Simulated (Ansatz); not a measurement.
# Cl on the 1x1 (100) surface of beta Ga2O3 (cut with top plane Ga + 2 O), one in a 1x1 cell, started at the site 'top Ga'

Host crystal: beta Ga2O3, with a band gap (PBE, scalar-relativistic without spin-orbit coupling).

Method: PBE (plane waves to 420 eV, PAW; Ansatz, an electronic-structure program).

Set-up: 21 atoms, 10.2 Å thick at the start under the adsorbate (thin: gaps and levels are the slab's own); mesh 6x4x1; 0.01 eV smearing; dipole correction on; 10 atoms held, the rest relaxed; held to the start's symmetry, so lower structures may exist; spin-polarised, ending with about 0.7 μB a cell, a value that depends on the mesh; orders that need a larger cell were not tried, no spin-orbit, no U, no dispersion correction. The slab shows no gap over 0.04 eV on its mesh. At the end it is bonded to Ga. In PBE it is, or lies within 0.03 eV of, the lowest of the starts that converged.

```
Quantity                                                                                                                                                           Value
--------------------------------------------------------------------------------------  --------------------------------------------------------------------------------
adsorption energy against ½ Cl2(g)                                                                                                                               0.66 eV
work function of the top face                                                                                                                                    7.94 eV
change of the step from the bottom to the top vacuum level, against the clean slab                                                                               1.03 eV
energy released by relaxation                                                                                                                                    0.37 eV
height of the binding atom over the mean of the host atoms within 0.3 Å of the top one                                                                          243.5 pm
nearest host atoms of the binding atom                                                                                            Ga at 2.45 Å, O at 3.15 Å, O at 3.16 Å
largest move of a host atom                                                                                                                                       0.18 Å
caution                                                                                 the clean host was not checked against rearrangement in a larger or rattled cell
cost                                                                                                                                      around 20 core-minutes (rough)
```

A negative adsorption energy means that the adsorbate is more stable on the surface than in its reference.
